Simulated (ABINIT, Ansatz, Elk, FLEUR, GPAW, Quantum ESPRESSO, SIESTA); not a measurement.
## MgS (F-43m, 2 atoms in the cell) computed with different codes at matched settings

Self-consistent single point, at a second geometry (lattice scaled by 0.98). First geometry:

```xyz
2
Lattice="0.0000 2.8331 2.8331 2.8331 0.0000 2.8331 2.8331 2.8331 0.0000" Properties=species:S:1:pos:R:3 pbc="T T T"
Mg     0.0000     0.0000     0.0000
S      4.2497     4.2497     4.2497
```

Shared settings, as Ansatz (an electronic-structure program) writes them: kpoints.mp_grid.grid = 10 10 10; scf.occupations.method = fixed. Potentials and cutoffs stand in the table.

```json
[
 {"code": "Quantum ESPRESSO", "model": "PBEsol, PseudoDojo standard norm-conserving (PBESOL) pseudopotentials", "ΔF from the first geometry (meV/atom)": "11.8", "pressure (GPa)": "3.42", "gap on the mesh (eV)": "3.575", "cutoff": "85 Ry"},
 {"code": "FLEUR", "model": "PBEsol, all-electron FLAPW (FLEUR), scalar-relativistic valence", "ΔF from the first geometry (meV/atom)": "11.9", "pressure (GPa)": "–", "gap on the mesh (eV)": "3.610", "cutoff": "Kmax 3.6 1/bohr"},
 {"code": "Elk", "model": "PBEsol, all-electron FP-LAPW, Elk's shipped species files, LAPW+lo basis", "ΔF from the first geometry (meV/atom)": "12.3", "pressure (GPa)": "–", "gap on the mesh (eV)": "3.513", "cutoff": "rgkmax 7.5"},
 {"code": "GPAW", "model": "PBEsol, GPAW PAW datasets PBEsol (made by gpaw-setup)", "ΔF from the first geometry (meV/atom)": "12.4", "pressure (GPa)": "3.50", "gap on the mesh (eV)": "3.580", "cutoff": "850 eV"},
 {"code": "SIESTA", "model": "GGA PBEsol, numerical atomic orbitals TZP, PseudoDojo PBEsol standard norm-conserving potentials (rewritten from UPF to PSML)", "ΔF from the first geometry (meV/atom)": "25.8", "pressure (GPa)": "5.32", "gap on the mesh (eV)": "3.662", "cutoff": "grid 400 Ry"},
 {"code": "Ansatz", "model": "PBEsol, PAW files made with PBE", "ΔF from the first geometry (meV/atom)": "11.5", "pressure (GPa)": "3.38", "gap on the mesh (eV)": "3.582", "cutoff": "default"},
 {"code": "ABINIT", "model": "PBEsol, norm-conserving pseudopotentials (PseudoDojo nc-sr-04 PBEsol standard)", "ΔF from the first geometry (meV/atom)": "11.8", "pressure (GPa)": "3.42", "gap on the mesh (eV)": "3.575", "cutoff": "1143 eV"}
]
```

A dash marks a value that a program does not give, or that is left out as unsure.

Gaps are read on the mesh.

The spread over the programs that give each value: ΔF from the first geometry within 14.3 meV/atom; pressure within 1.94 GPa; gap on the mesh within 0.149 eV.

SIESTA uses small atom-centred bases, whose incompleteness enters pressures, forces and empty levels differently from a plane-wave cutoff. FLEUR and Elk treat all electrons, but the usual bases taken here (sphere radii, linearisation, local orbitals, empty states) were not tested for convergence, so the values are no reference for the others. Ansatz's pressure is given at a fixed set of plane waves, as the other plane-wave codes print theirs. In the pressure, SIESTA (by 1.90) lies more than 1 GPa from the median of the plane-wave programs.

The starting cell comes from a database of computed structures (which also holds hypothetical and non-ambient phases and stackings), without a prior relaxation at this level. For this run, on top of that: lattice scaled by 0.98.

Left out of this page: CP2K (unsound by tests on forces, stress, charge or solver warnings).

Keys are those of Ansatz 0.2.
